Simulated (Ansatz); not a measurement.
**Migration barriers: Hf vacancy in monoclinic HfO2, charge state -4**

Defect migration in monoclinic HfO2: Hf vacancy, charge state -4. Computed with PBE, PAW (plane waves to 420 eV; Ansatz, a program for electronic structure).

Cell of 96 host sites held at the relaxed PBE lattice; the Γ point alone; Fermi-Dirac width 0.01 eV, spin-restricted; finite-size errors left in. No zero-point or tunnelling terms. Spin-orbit coupling is left out. The charge state is imposed; whether it is stable for some Fermi level was not computed. Forms of the defect that were not tried may lie lower.

Barriers: single points on a 2×2×2 k-point mesh shifted by half a step at the bands' geometries.

```tsv
Route	Start site over the lowest site run (eV)	Hop (Å)	Forward barrier (eV)	Backward barrier (eV)	Neighbours at the start	Neighbours at the saddle	Saddle order	Forward, on the band's own sampling (eV)
a nearby Hf atom hops onto the vacant site	0.00	2.97	2.15	2.15	O at 1.94, O at 1.98, O at 2.06, O at 2.28, O at 2.31, O at 2.35, O at 2.43 Å	O at 1.87, O at 1.90, O at 1.99, O at 2.33 Å	not checked	2.15
```

Paths come from CI-NEB runs.   A further band (a nearby Hf atom hops onto the vacant site, 4.02 Å) gave 3.01 eV forward on its own sampling, 3.01 eV above the lowest site run, but a shoulder points to a second hump between its images, so it is not taken as a result. A further band (a nearby Hf atom hops onto the vacant site, 3.26 Å) gave 2.93 eV forward on its own sampling, 2.93 eV above the lowest site run, but a shoulder points to a second hump between its images, so it is not taken as a result.
